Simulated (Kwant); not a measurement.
Model system: wire with a row of barriers in a In0.53Ga0.47As two-dimensional gas. Effective mass 0.041 mₑ, grid spacing 10 nm, hard walls, nominal width 200 nm (19 grid rows, so walls 200 nm apart), one parabolic valley, scattering region 1000 nm long along x; energies count from the band bottom; Fermi energy swept from 0.00018343 to 0.0021782 eV. 4 barrier(s) across the wire, height 0.03 eV, thickness 20 nm (about 2 grid columns), spaced by 160 nm.

The device is made up for the run: typed textbook-type constants, with dimensions and the other settings drawn at random.

Model: effective-mass tight-binding model on a square grid, one spin, coherent transport at 0 K (Kwant). Conductance is in e²/h.

Question: How many channels do the leads carry at E = 1.54, 1.74 meV?

Answer: The hard-wall thresholds are n² ħ²π²/(2mW²) = n² × 0.229 meV with W = 200 nm. √(1.54/0.229) = 2.59, so 2. √(1.74/0.229) = 2.75, so 2.
